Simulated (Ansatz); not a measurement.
Take InAs in the zinc blende structure (space group F-43m, No. 216; a = 6.087 Å) as the base.

Structures relaxed with PBEsol (Ansatz, an electronic-structure program; PAW; 420 eV plane waves; without spin-orbit coupling).

Base:

Simulated powder pattern, Cu Kα, λ = 1.54184 Å (kinematic, ideal powder, no thermal factors, no anomalous dispersion; the 8 strongest lines at most, above 2 %, up to 2θ = 90°):

```json
[
 {"2θ (°)": "25.34", "I/Imax (%)": "100", "hkl": "(111)"},
 {"2θ (°)": "29.35", "I/Imax (%)": "4.1", "hkl": "(200)"},
 {"2θ (°)": "41.98", "I/Imax (%)": "74", "hkl": "(220)"},
 {"2θ (°)": "49.68", "I/Imax (%)": "47", "hkl": "(311)"},
 {"2θ (°)": "60.88", "I/Imax (%)": "12", "hkl": "(400)"},
 {"2θ (°)": "67.02", "I/Imax (%)": "19", "hkl": "(331)"},
 {"2θ (°)": "76.70", "I/Imax (%)": "24", "hkl": "(422)"},
 {"2θ (°)": "82.31", "I/Imax (%)": "14", "hkl": "(511)"}
]
```

Perturbation: full substitution In → Al, then cell and atoms are relaxed.

After the change:

Simulated powder pattern, Cu Kα, λ = 1.54184 Å (kinematic, ideal powder, no thermal factors, no anomalous dispersion; the 8 strongest lines at most, above 2 %, up to 2θ = 90°):

```csv
2θ (°),I/Imax (%),hkl
27.22,100,(111)
31.53,19,(200)
45.19,60,(220)
53.56,45,(311)
65.83,9.6,(400)
72.62,18,(331)
83.45,20,(422)
89.81,14,(333)
```

The indices refer to each structure's own conventional cell; one index is shown for lines that coincide.

Stability against distortions was not tested. The final runs are not spin-polarised.
